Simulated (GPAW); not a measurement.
# Convergence test for Be2Si (Fm-3m, 3 atoms in the cell)

```
Be2Si
1.0
    0.00000     2.64000     2.64000
    2.64000     0.00000     2.64000
    2.64000     2.64000     0.00000
Be Si
2 1
Cartesian
  3.96000   3.96000   3.96000
  1.32000   1.32000   1.32000
  0.00000   0.00000   0.00000
```

Level of theory: PBEsol, LCAO dzp, GPAW PAW datasets PBEsol (made by gpaw-setup) (GPAW).

The starting cell comes from a database of computed structures (which also holds hypothetical and non-ambient phases and stackings), without a prior relaxation at this level. Values carry the incompleteness of an atom-centred basis.

Held fixed: mode = lcao; h = 0.2 Å; basis = dzp; xc = PBEsol; mesh shift (steps) = 0 0 0; occupations.name = methfessel-paxton; occupations.width = 0.136 eV; occupations.order = 0; convergence.density = 1e-05 e/electron; convergence.energy = 1e-05 eV/electron; symmetry.symmorphic = false; symmetry.tolerance = 0.0005; maxiter = 100.

ΔF is the free energy per atom less that of the last row (21 21 21).

```tsv
kpts	ΔF (meV/atom)	k-points	iterations
1 1 1	7614.9	1	12
2 2 2	945.3	3	8
3 3 3	223.5	4	8
4 4 4	60.5	8	8
5 5 5	19.6	10	8
6 6 6	8.1	16	9
7 7 7	2.4	20	8
9 9 9	-0.75	35	8
10 10 10	-0.30	47	8
12 12 12	0.07	72	8
14 14 14	0.21	104	8
17 17 17	-0.05	165	8
21 21 21	0.00	286	8
```

Energy within 1 meV/atom of the last row: from kpts = 9 9 9 on; the one before it is off by 2.4 meV/atom.
